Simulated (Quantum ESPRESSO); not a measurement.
**Equation of state of fcc Rh (space group 225): energy against volume (Quantum ESPRESSO, PBE)**

```
CELL_PARAMETERS angstrom
      0.00000     1.86622     1.86622
      1.86622     0.00000     1.86622
      1.86622     1.86622     0.00000
ATOMIC_POSITIONS crystal
  Rh 0.00000 0.00000 0.00000
```

Method of the run: PBE, GBRV 1.5 ultrasoft (PBE) pseudopotentials (plane waves; Quantum ESPRESSO). Settings: ecutwfc = 52 Ry; ecutrho = 416 Ry; occupations = smearing; smearing = fd; degauss = 0.0036749 Ry; potentials = {Rh: rh_pbe_v1.4.uspp.F.UPF}; K_POINTS = automatic 26 26 26 0 0 0; conv_thr = 1e-10 Ry. The cell above is the first row's. The rows scale it uniformly. In all rows the k mesh is held. E is the free energy at the stated smearing, counted from the lowest row.

```
V (Å^3/atom)  E (meV/atom)
------------  ------------
12.999               78.34
13.282               40.79
13.564               16.20
13.847                3.04
14.130                0.00
14.412                5.88
14.695               19.64
14.977               40.34
15.260                   ?
```

Taking the third-order Birch-Murnaghan form, a cubic in V^(-2/3) for E over the 8 complete rows: With u = V^(-2/3) - 0.172, the rows have u = 0.008881, 0.006303, 0.003823, 0.001419, -0.000905, -0.003144, -0.005319, -0.007418. Least squares gives E = 0.064 + 859.16·u + 869596·u² + 2950335·u³. Residuals (row less fit): -0.008, 0.025, -0.023, -0.003, 0.004, 0.013, -0.013, 0.003; standard error 0.020 (degrees of freedom: 4). Its minimum lies at u = -0.000495, so V0 = (0.171505)^(-3/2) = 14.08. There d²E/du² = 1730000 and d³E/du³ = 1.770e7, so B0 = (4/9) × 14.08^(-7/3) × 1730000 × 0.160218 = 257 GPa (the last factor turns the table's units into GPa), and B0' = 4 + (2/3) × 0.171505 × (1.770e7)/1730000 = 5.2. The program's pressures in the fitted runs (not shown) pass through zero at V = 14.07, 0.04 % from this V0.

Problem. Estimate the missing E (V = 15.260); what did the run itself give?

Solution. u = -0.009459, so E = 0.064 + 859.16 × (-0.009459) + 869596 × (-0.009459)² + 2950335 × (-0.009459)³ = 67.245 meV/atom. The calculation gives 67.14 meV/atom, 0.105 meV/atom below the prediction (0.1 % of the range of E in the table). The row lies outside the fitted rows, so this is an extrapolation. From the scatter of the fitted rows alone, a prediction at this place has a standard error of 0.048 meV/atom, so the miss is 2.2 times that.

Carrying the step between the two nearest rows on in a straight line would have given 61.11, off by 6.03; series whose last step already gives the withheld value aren't shown. The scan was laid around a cell of about the measured size, scaled by a guess for this functional. Spin polarisation is off. Cutoffs and mesh are single choices, not tested for convergence of this quantity. Series with a scatter that would blur these digits, or in which a gap closes, are not shown. Nor are scans whose minimum lies at an end fitted in this form.
